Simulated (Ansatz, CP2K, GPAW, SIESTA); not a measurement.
**One structure in several programs: SiGe (P6_3mc, 4 atoms in the cell)**

Band-structure calculation.

```yaml
crystal:
  lattice:
    - [3.90445, 0.00000, 0.00000]
    - [-1.95223, 3.38135, 0.00000]
    - [0.00000, 0.00000, 6.45078]
  atoms:
    - { symbol: Si, position: [0.66667, 0.33333, 0.87461] }
    - { symbol: Si, position: [0.33333, 0.66667, 0.37461] }
    - { symbol: Ge, position: [0.66667, 0.33333, 0.50039] }
    - { symbol: Ge, position: [0.33333, 0.66667, 0.00039] }
```

Shared settings, as Ansatz (an electronic-structure program) writes them: kpoints.mp_grid.grid = 10 10 5; scf.occupations.method = fermi_dirac; scf.occupations.width = 0.0015 Ry. Potentials and cutoffs stand in the table.

```tsv
code	model	gap along the path (eV)	smallest direct gap (eV)	cutoff
CP2K	PBEsol, GPW, DZVP-MOLOPT-SR-GTH basis, GTH-PBE potentials (GTH_POTENTIALS)	0.33	0.43	grid 400 Ry
Ansatz	PBEsol, PAW files made with PBE	0.35	0.40	30.9 Ry
GPAW	PBEsol, GPAW PAW datasets PBEsol (made by gpaw-setup)	0.34	0.41	600 eV
SIESTA	GGA PBEsol, numerical atomic orbitals DZP, PseudoDojo PBEsol standard norm-conserving potentials (rewritten from UPF to PSML)	0.47	0.47	grid 300 Ry
```

The spread over the programs that give each value: gap along the path within 0.14 eV; smallest direct gap within 0.07 eV.

CP2K and SIESTA use small atom-centred bases, whose incompleteness enters pressures, forces and empty levels differently from a plane-wave cutoff.

The starting cell comes from a database of computed structures (which also holds hypothetical and non-ambient phases and stackings), without a prior relaxation at this level.

Left out of this page: Quantum ESPRESSO and FLEUR (not drawn, or without a comparable value).

Keys are those of Ansatz 0.2.
